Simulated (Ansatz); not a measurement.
**TiO2 (Pbcn, No. 60, 12 atoms in the cell; start mp-1439; high-pressure phase)**

Level of theory: r²SCAN (PAW; Ansatz, an electronic-structure program).

Numerical settings: plane-wave cutoff 560 eV, 8×6×8 k mesh (along the axes of the cell as run), Fermi–Dirac smearing 0.01 eV, no spin polarisation, scalar-relativistic PAW data made under PBE.

Cell (relaxed at this level):

```yaml
crystal:
  lattice:
    - [4.54577, 0.00000, 0.00000]
    - [0.00000, 5.51412, 0.00000]
    - [0.00000, 0.00000, 4.89459]
  atoms:
    - { symbol: Ti, position: [0.50000, 0.67584, 0.75000] }
    - { symbol: Ti, position: [0.50000, 0.32416, 0.25000] }
    - { symbol: Ti, position: [0.00000, 0.82416, 0.25000] }
    - { symbol: Ti, position: [0.00000, 0.17584, 0.75000] }
    - { symbol: O, position: [0.72889, 0.61818, 0.08085] }
    - { symbol: O, position: [0.27111, 0.38182, 0.91915] }
    - { symbol: O, position: [0.77111, 0.88182, 0.58085] }
    - { symbol: O, position: [0.22889, 0.11818, 0.41915] }
    - { symbol: O, position: [0.22889, 0.88182, 0.91915] }
    - { symbol: O, position: [0.77111, 0.11818, 0.08085] }
    - { symbol: O, position: [0.27111, 0.61818, 0.41915] }
    - { symbol: O, position: [0.72889, 0.38182, 0.58085] }
```

- band gap: 3.05 eV (indirect)
- smallest direct gap on the k points sampled: 3.08 eV

Static lattice: no zero-point or thermal effects.

A start named mp-… is a Materials Project structure, which need not be a measured phase.
